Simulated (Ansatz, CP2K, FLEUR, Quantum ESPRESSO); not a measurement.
One structure in several programs: LaGe3Ir (I4mm, 5 atoms in the cell)

Self-consistent single point.

```
LaGe3Ir
1.0
   -2.22450     2.22450     5.05379
    2.22450    -2.22450     5.05379
    2.22450     2.22450    -5.05379
La Ge Ir
1 3 1
Cartesian
  0.00000   0.00000   5.84753
  2.22450   0.00000   3.46316
  0.00000   2.22450   3.46316
  0.00000   0.00000   0.00495
  0.00000   0.00000   2.41338
```

All programs got the same cell, k-point mesh and kind of occupations (in Ansatz's words: kpoints.mp_grid.grid = 6 6 6; scf.occupations.method = fermi_dirac; scf.occupations.width = 0.1 eV); potentials, basis and cutoffs are each program's usual ones.

| code | model | pressure (GPa) | largest force (eV/Å) | k-points | cutoff |
|---|---|---|---|---|---|
| CP2K | PBEsol, GPW, DZVP-MOLOPT-SR-GTH basis, GTH-PBE potentials (GTH_POTENTIALS) | 1.15 | 0.196 | 112 | grid 500 Ry |
| Ansatz | PBEsol, PAW files made with PBE | -2.55 | 0.081 | 30 | 420 eV |
| FLEUR | PBEsol, all-electron FLAPW (FLEUR), scalar-relativistic valence | – | 0.082 | 30 | Kmax 3.8 1/bohr |
| Quantum ESPRESSO | PBEsol, GBRV 1.5 ultrasoft (PBESOL) pseudopotentials | -2.64 | 0.073 | 30 | 50 Ry |

Size of the force on each atom (eV/Å): Sizes of forces hide their directions.

```csv
code,La1,Ge2,Ge3,Ge4,Ir5
CP2K,0.123,0.131,0.131,0.196,0.056
Ansatz,0.009,0.051,0.051,0.081,0.011
FLEUR,0.023,0.056,0.056,0.082,0.005
Quantum ESPRESSO,0.014,0.052,0.052,0.073,0.017
```

A dash marks a value that a program does not give, or that is left out as unsure.

The spread over the programs that give each value: pressure within 3.79 GPa; largest force within 0.123 eV/Å.

The starting cell comes from a database of computed structures (which also holds hypothetical and non-ambient phases and stackings), without a prior relaxation at this level. Its lattice was rescaled by a random factor within 2.5 % of one. On Ansatz's run: Spin-orbit coupling is off. Spin polarisation is off.

Question: Why do the programs differ, and what cannot be compared?

Answer: Differences of this kind can come from the potentials, where these differ, and from what each basis and cutoff leave unconverged. The valence holds different numbers of electrons (CP2K 40, Ansatz (a quantum-chemistry and plane-wave program) 70, FLEUR 68, Quantum ESPRESSO 68). The zero of total energies and Fermi levels follows the potentials and each program's conventions, so they are not compared here. CP2K uses small atom-centred bases, whose incompleteness enters pressures, forces and empty levels differently from a plane-wave cutoff. FLEUR treats all electrons, but the usual bases taken here (sphere radii, linearisation, local orbitals, empty states) were not tested for convergence, so the values are no reference for the others. Ansatz's pressure is given at a fixed set of plane waves, as the other plane-wave codes print theirs; with its correction for the finite basis it is -2.51 GPa. The programs reduce the same mesh by symmetry to different extents, which changes the work and not the result. In the pressure, CP2K (by 3.75) lies more than 1 GPa from the median of the plane-wave programs.

Left out of this page: ABINIT (stopped by limits of time or memory); SIESTA (unsound by tests on forces, stress, charge or solver warnings).

Keys are those of Ansatz 0.2.
